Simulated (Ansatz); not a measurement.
Hypothetical CsCl type SiGe, response to strain

Consider SiGe in the CsCl type structure (space group Pm-3m, No. 221; a = 3.2003 Å; a hypothetical phase, not in the database extracts checked; relaxed with 0.1 eV smearing).

Strains are applied to the cell and any free atomic positions relax.

Method: PBEsol (Ansatz, a program for electronic structure, PAW, no SOC).

Notes on the quantities. energy relative to the base: free energy F.

```csv
isotropic strain (%),energy relative to the base (meV/atom)
-1.71,12.1
-0.94,?
0,0.0
1.79,11.8
3.4,40.2
5.61,101.2
```

Question: Fit ΔE = Aε² + Bε³ (ε in %) to the rows shown and predict the withheld row.

Answer: Least squares on the printed values gives A = 3.90 and B = -0.12 meV/atom (largest residual 0.1 meV/atom); this predicts 3.5 meV/atom, and the run gives 3.6 meV/atom, in agreement.

Stability against distortions was not tested. The final runs are not spin-polarised.
